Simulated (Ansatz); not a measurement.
The reference is WS2 in the 2H-MoS2 type structure (space group P6_3/mmc, No. 194; a = 3.1700 Å, c = 12.4918 Å; layered, stacked along the Cartesian z axis). Axes: x lies along a and z along c of the hexagonal cell.

Level of theory: r2SCAN+rVV10 (Ansatz, a program for electronic structure), scalar-relativistic without spin-orbit coupling.

Before the change:

| Item | Result |
|---|---|
| Band gap | 1.13 eV |

One thing is altered: a pure shear with ε_xz = ε_zx = -0.0029; the atoms relax in the strained cell.

Question: How does this affect the band gap and stress?

Answer: The band gap remains 1.13 eV; the stress (xx, yy, zz, yz, xz, xy; compression positive) is (0.00, 0.00, 0.00, 0.00, 0.09, 0.00) GPa.

With W present, leaving out spin-orbit coupling can change the band edges. No phonon test of stability was made.
